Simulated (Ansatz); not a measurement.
The parent structure is ZnGeP2 in the chalcopyrite structure (space group I-42d, No. 122; a = 5.424 Å, c = 10.710 Å).

It is then changed as follows: cell and atoms relaxed at a pressure of 2.1 GPa.

Level of theory: plane-wave PAW DFT at the PBEsol level (Ansatz, a first-principles code, 420 eV), spin-orbit coupling left out.

Base, band edges from the VBM (valence, conduction): M -1.42, 1.12; G -1.14, 1.55; R -1.14, 1.55; X -0.78, 1.16; Γ 0.00, 1.24; S₀ -0.90, 1.31; S -0.90, 1.31; N -1.02, 2.37; P -1.15, 1.81 eV.

### Question
Give the band edges at the high-symmetry points of the new zone, measured from its valence-band maximum.

### Answer
```json
[
 {"point": "Γ", "valence edge (eV)": "0.00", "conduction edge (eV)": "1.19"},
 {"point": "X", "valence edge (eV)": "-0.81", "conduction edge (eV)": "1.22"},
 {"point": "P", "valence edge (eV)": "-1.19", "conduction edge (eV)": "1.88"},
 {"point": "N", "valence edge (eV)": "-1.06", "conduction edge (eV)": "2.44"},
 {"point": "M", "valence edge (eV)": "-1.48", "conduction edge (eV)": "1.10"},
 {"point": "S", "valence edge (eV)": "-0.94", "conduction edge (eV)": "1.28"},
 {"point": "S₀", "valence edge (eV)": "-0.94", "conduction edge (eV)": "1.28"},
 {"point": "R", "valence edge (eV)": "-1.17", "conduction edge (eV)": "1.62"},
 {"point": "G", "valence edge (eV)": "-1.17", "conduction edge (eV)": "1.62"}
]
```

The gap is 1.03 eV, indirect, Γ → M–S (33 % along).

Load acts through the strain it causes; cell and atoms are relaxed under it. Whether these cells are dynamically stable was not tested.
